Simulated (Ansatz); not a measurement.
BeS (space group P6_422, No. 181; a hypothetical phase, not in the database extracts checked)

Space group P6₄22 (No. 181); a = b = 3.4236 Å, c = 7.7457 Å, α = β = 90.00°, γ = 120.00°

```json
[
 {"atom": "Be", "site": "3c", "symmetry": "222", "x": "0.5000", "y": "0.0000", "z": "0.0000"},
 {"atom": "S", "site": "3d", "symmetry": "222", "x": "0.5000", "y": "0.0000", "z": "0.5000"}
]
```

Calculations: Ansatz (an electronic-structure program) PBEsol, no SOC. k-mesh 11×11×5 (Γ-centred); smearing 0.05 eV (Fermi–Dirac).

| Item | Result |
|---|---|
| Volume per atom | 13.10 Å³ |
| Density | 2.60 g/cm³ |
| Band gap | 2.48 eV (uncertain: the edges found on the path are not clean extrema) |
| Total energy | -488.432 eV/atom (σ→0; compares only within this code and set-up) |

No phonon test of stability was made. The base started in P3_121 and relaxed to P6_422 at this level.
